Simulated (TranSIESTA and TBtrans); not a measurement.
Device: Ge chain with one S atom inserted. Leads: straight Ge chain, spacing 2.4 Å. Geometry: 3 atoms about the centre moved by SIESTA (PBE, DZP) to a largest force of 0.01 eV/Å, all others as built, motion along the axis alone. Transport runs along z; the first 6 and the last 6 of the 21 atoms are the lead cells, repeated to infinity.

```xyz
21
Lattice="9.000 0.000 0.000 0.000 9.000 0.000 0.000 0.000 50.100" Properties=species:S:1:pos:R:3 pbc="F F T"
Ge     4.500     4.500     0.000
Ge     4.500     4.500     2.400
Ge     4.500     4.500     4.800
Ge     4.500     4.500     7.200
Ge     4.500     4.500     9.600
Ge     4.500     4.500    12.000
Ge     4.500     4.500    14.400
Ge     4.500     4.500    16.800
Ge     4.500     4.500    19.200
Ge     4.500     4.500    21.618
S      4.500     4.500    23.853
Ge     4.500     4.500    26.089
Ge     4.500     4.500    28.500
Ge     4.500     4.500    30.900
Ge     4.500     4.500    33.300
Ge     4.500     4.500    35.700
Ge     4.500     4.500    38.100
Ge     4.500     4.500    40.500
Ge     4.500     4.500    42.900
Ge     4.500     4.500    45.300
Ge     4.500     4.500    47.700
```

Run with TranSIESTA and TBtrans (open boundaries, self-consistent; PseudoDojo norm-conserving potentials, scalar-relativistic): PAO.BasisSize DZP, PAO.EnergyShift 0.15 eV, XC.Authors PBE, Mesh.Cutoff 200 Ry, ElectronicTemperature 300 K, TS.Voltage 0.0 eV, TBT.Elecs.Eta 0.001 eV, no spin polarisation.

Energies count from the leads' Fermi level. Transmissions are for one spin of a degenerate pair. The energy step is 0.01 eV; narrower resonances are cut or missed.

```csv
E (eV),T
-0.20,2.41
-0.15,2.44
-0.10,2.46
-0.05,2.48
0.00,2.49
0.05,2.50
0.10,2.50
0.15,2.50
0.20,2.50
```

Task: Give the zero-bias conductance in μS and the resistance at 300 K.

Result: At the Fermi level T = 2.49. Averaged with −∂f/∂E over the full grid (kT = 25.9 meV) it is 2.49. With G0 = 2e²/h = 77.48 μS, G = 193 μS and R = 1/G = 5.18 kΩ.

Task: The eigenchannels at the Fermi level transmit 0.892, 0.801, 0.801. What Fano factor of the shot noise follows at low temperature and bias?

Result: F = Σ τ(1 − τ)/Σ τ = 0.415/2.49 = 0.17.

The straight chain is held at its spacing; free chains may zigzag or dimerise. No spin-polarised start was tried, so a magnetic state, if there is one, is missed.
